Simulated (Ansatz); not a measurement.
Input and output of a self-consistent single point for Li₂Al (Cm, 6 atoms in the cell) (Ansatz, a program for electronic structure).

Method: PBEsol, default PAW files made with PBE (plane waves; Ansatz).

```xyz
6
Lattice="2.2992 -4.8477 0.0000 2.2992 4.8477 0.0000 0.0000 0.0000 4.4442" Properties=species:S:1:pos:R:3 pbc="T T T"
Li     2.2992     2.5073     1.1610
Li     2.2992    -2.5073     3.3331
Li     2.2992    -0.8712     1.1110
Li     2.2992     0.8712     3.3331
Al     2.2992    -4.1208     1.1110
Al     2.2992     4.1208     3.3331
```

Reference input (self-consistent single point, DFT, PBEsol, plane waves, default PAW files made with PBE): basis.ecutwfc = 420 eV; kpoints.mp_grid.grid = 8 8 8; hamiltonian.xc = pbesol; hamiltonian.pseudopotentials = {kind: paw} (the program's default PAW files); scf.occupations.method = gaussian; scf.occupations.width = 0.1 eV. This run's input differs from it in these lines:

Ansatz 0.2 input:
```diff
@@ -16,3 +16,3 @@
 kpoints:
-  mp_grid: { grid: [8, 8, 8] }
+  mp_grid: { grid: [8, 8, 7] }
 hamiltonian:
```

Output, abridged:

```
SCF iter   1: F=—  HF=-1862.031752 eV  |F-HF|=—  |Δ(HF+E_count)|=         —  Δρ=2.20e-3  dr2=8.02e-3  ethr=1.77e-3  ⟨swp⟩=5.9  Hψ=11933  notcnv=0  defer=4
all-band conjugate gradients solve this SCF's bands
preconditioner: auto → Kerker (q_TF=auto, 2.053 Å⁻¹)
SCF iter   2: F=—  HF=-1862.028024 eV  |F-HF|=—  |Δ(HF+E_count)|=   3.73e-3  Δρ=1.26e-3  dr2=3.39e-3  ethr=4.46e-5  ⟨swp⟩=1.0  Hψ=2979  notcnv=0  defer=4
SCF iter   3: F=—  HF=-1862.026730 eV  |F-HF|=—  |Δ(HF+E_count)|=   1.29e-3  Δρ=2.56e-4  dr2=1.66e-4  ethr=1.88e-5  ⟨swp⟩=2.9  Hψ=2985  notcnv=0  defer=4
SCF iter   4: F=—  HF=-1862.026686 eV  |F-HF|=—  |Δ(HF+E_count)|=   4.41e-5  Δρ=5.10e-5  dr2=5.87e-6  ethr=9.20e-7  ⟨swp⟩=2.4  Hψ=2276  notcnv=0  defer=4
SCF iter   5: F=—  HF=-1862.026729 eV  |F-HF|=—  |Δ(HF+E_count)|=   4.36e-5  Δρ=1.27e-5  dr2=2.29e-7  ethr=3.26e-8  ⟨swp⟩=2.4  Hψ=2435  notcnv=0  defer=4
SCF iter   6: F=-1862.026729 eV  HF=-1862.026729 eV  |F-HF|=2.52e-9  |Δ(HF+E_count)|=   5.27e-8  Δρ=1.44e-6  dr2=4.52e-9  ethr=5.56e-10  ⟨swp⟩=7.7  Hψ=9139  notcnv=0
SCF 1 converged in 6 iterations: F = -1862.026729 eV  dr2 = 4.52e-9
Free energy (F): -1862.026729 eV
Internal energy: -1862.019793 eV  (E = F + TS)
E sigma→0 (E₀):  -1862.023261 eV
Entropy (-TS):   -0.006937 eV (-1.156 meV/atom)
Fermi energy:    3.346119 eV
--- Forces (eV/Å), atoms counted from 1 ---
  atom   1  Li     0.00000000    -0.02295507    -0.14520841
  atom   2  Li     0.00000000     0.02040655     0.01050218
  atom   3  Li     0.00000000     0.01908176     0.00193497
  atom   4  Li     0.00000000    -0.02141305     0.04482794
  atom   5  Al     0.00000000     0.06229464     0.00857714
  atom   6  Al     0.00000000    -0.05741482     0.07936704
--- Stress (GPa, compression-positive) ---
       -0.588487       0.000000       0.000000
        0.000000      -0.795263       0.033626
        0.000000       0.033626      -0.454041
  P = ⅓ Tr σ = -0.6126 GPa (-6.126 kbar)
  The stress holds the Pulay correction. Without it, at fixed plane waves, as pw.x and ABINIT print it: P = -0.6338 GPa
```

The run converged in 6 iterations. Against the reference run the free energy drops by 1.7 meV/atom, the pressure hardly changes (-0.59 to -0.61 GPa) and the largest force hardly changes (0.145 to 0.147 eV/Å).

The starting cell comes from a database of computed structures (which also holds hypothetical and non-ambient phases and stackings), without a prior relaxation at this level. Its lattice was rescaled by up to half a per cent. One atom was moved a little off its site on purpose. Ansatz's pressure includes its estimate of the finite-basis (Pulay) stress.
